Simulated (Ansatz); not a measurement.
Levels about the gap of amorphous Si24O48La (73 atoms in a cell of 1110 Å³, 2.37 g/cm³; zone centre alone, so wide bands show as single levels with stretches between that a denser mesh fills), at the geometry that PBE relaxed, where it gives 1.0 GPa on a denser mesh. The participation number counts the atoms over which a state spreads; weights are charges in smoothed Voronoi cells. The levels come from a single point, so bond lengths are those of that geometry. Method of the levels: PBE, scalar-relativistic without spin-orbit coupling (Ansatz, a first-principles code). Sampling: the zone centre alone; Fermi-Dirac width 0.02 eV; collinear spin, started from a total moment of 1 μB (at the end a net moment of 1.0 μB). The usual formal charges leave 3 electrons over, so the level spacing at the Fermi energy parts defect or band states and needn't be the band gap. In the spin-polarised cell the level spacing at the Fermi energy can part levels of unlike spin. At PBE the levels at both edges of the gap are localised (band-tail or defect states), and the nearest spread-out levels lie 5.7 eV apart at the zone centre.

Preparation: random packing, a CHGNet melt and quench, and a DFT relaxation. O atoms were pushed apart under 1.9 Å during the dynamics, to hinder bonds among them. The hot cell started wider than the set density and was brought back towards it in steps. It is the lowest in DFT energy of 2 quenches. It is a model cell: composition and starting density were chosen by hand, and all elements were melted together. No dispersion term was used. Its density started from a set value of 2.37 and ended at 2.37 g/cm³. Cooling (nominally 480 K/ps over its main leg) ran many orders faster than in experiment, which tends to leave more defects and strain. One small periodic cell is one sample of the glass; other quenches scatter about these values. The volume was held where the preparation left it and the shape relaxed, at a PBE pressure of 1.0 GPa. Stress components on the final sampling reach 1.0 GPa.

```json
[
 {"E - E(highest filled), eV": "-2.22", "filling": "filled", "spin": "up", "participation number": "2.5", "largest on": "O, 2 neighbours", "weight O": "0.94", "weight La": "0.00", "weight Si": "0.06"},
 {"E - E(highest filled), eV": "-2.22", "filling": "filled", "spin": "dn", "participation number": "2.5", "largest on": "O, 2 neighbours", "weight O": "0.94", "weight La": "0.00", "weight Si": "0.06"},
 {"E - E(highest filled), eV": "-1.95", "filling": "filled", "spin": "up", "participation number": "3.1", "largest on": "O, 2 neighbours", "weight O": "0.95", "weight La": "0.00", "weight Si": "0.04"},
 {"E - E(highest filled), eV": "-1.95", "filling": "filled", "spin": "dn", "participation number": "3.1", "largest on": "O, 2 neighbours", "weight O": "0.95", "weight La": "0.00", "weight Si": "0.04"},
 {"E - E(highest filled), eV": "-0.17", "filling": "filled", "spin": "up", "participation number": "5.5", "largest on": "Si, 3 neighbours", "weight O": "0.38", "weight La": "0.06", "weight Si": "0.55"},
 {"E - E(highest filled), eV": "-0.12", "filling": "filled", "spin": "dn", "participation number": "3.1", "largest on": "Si, 3 neighbours", "weight O": "0.34", "weight La": "0.09", "weight Si": "0.57"},
 {"E - E(highest filled), eV": "0.00", "filling": "filled", "spin": "up", "participation number": "5.2", "largest on": "Si, 3 neighbours", "weight O": "0.40", "weight La": "0.03", "weight Si": "0.57"},
 {"E - E(highest filled), eV": "1.69", "filling": "empty", "spin": "dn", "participation number": "4.5", "largest on": "Si, 3 neighbours", "weight O": "0.48", "weight La": "0.00", "weight Si": "0.51"},
 {"E - E(highest filled), eV": "2.48", "filling": "empty", "spin": "up", "participation number": "1.2", "largest on": "La, 6 neighbours", "weight O": "0.06", "weight La": "0.91", "weight Si": "0.03"},
 {"E - E(highest filled), eV": "2.48", "filling": "empty", "spin": "dn", "participation number": "1.2", "largest on": "La, 6 neighbours", "weight O": "0.06", "weight La": "0.91", "weight Si": "0.02"},
 {"E - E(highest filled), eV": "2.54", "filling": "empty", "spin": "up", "participation number": "1.4", "largest on": "La, 6 neighbours", "weight O": "0.13", "weight La": "0.83", "weight Si": "0.04"},
 {"E - E(highest filled), eV": "2.55", "filling": "empty", "spin": "dn", "participation number": "1.2", "largest on": "La, 6 neighbours", "weight O": "0.07", "weight La": "0.91", "weight Si": "0.02"},
 {"E - E(highest filled), eV": "2.55", "filling": "empty", "spin": "up", "participation number": "1.1", "largest on": "La, 6 neighbours", "weight O": "0.05", "weight La": "0.94", "weight Si": "0.01"},
 {"E - E(highest filled), eV": "2.55", "filling": "empty", "spin": "dn", "participation number": "1.1", "largest on": "La, 6 neighbours", "weight O": "0.05", "weight La": "0.94", "weight Si": "0.01"}
]
```

Most localised among these is the empty level at +2.55 eV, on a La atom, which has 6 neighbours (O 2.17 Å, O 2.24 Å, O 2.77 Å, O 2.85 Å, O 2.89 Å, O 2.99 Å).
